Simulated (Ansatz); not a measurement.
Inside the gap of an insulator the Bloch states are evanescent, with a wavenumber k + iκ along the transport direction.

Data:

```xyz
4
Lattice="5.2221 0.0000 0.0000 0.0000 5.6073 0.0000 0.0000 2.8036 1.6187" Properties=species:S:1:pos:R:3 pbc="T T T"
Zn     2.6079     1.8691     0.0000
Zn     5.2190     3.7382     0.0000
O      0.6281     1.8691     0.0000
O      3.2391     3.7382     0.0000
```

Space group of this cell: P6_3mc, wurtzite. The cell is taken as given; by r2SCAN its mean pressure is -0.5 GPa.

Transport runs along the normal of the first two printed cell vectors, the (110) plane of the conventional cell.

No gap correction and no spin-orbit coupling; mid-gap values are interpolated between computed energies.

Task: Estimate the band gap and the smallest decay constant κ at mid-gap that Ansatz (a program for electronic structure) with r2SCAN returns for this system.

Result: Gap 1.23 eV on a 6×18×18 mesh; κ = 0.127 1/Å, at the zone centre.
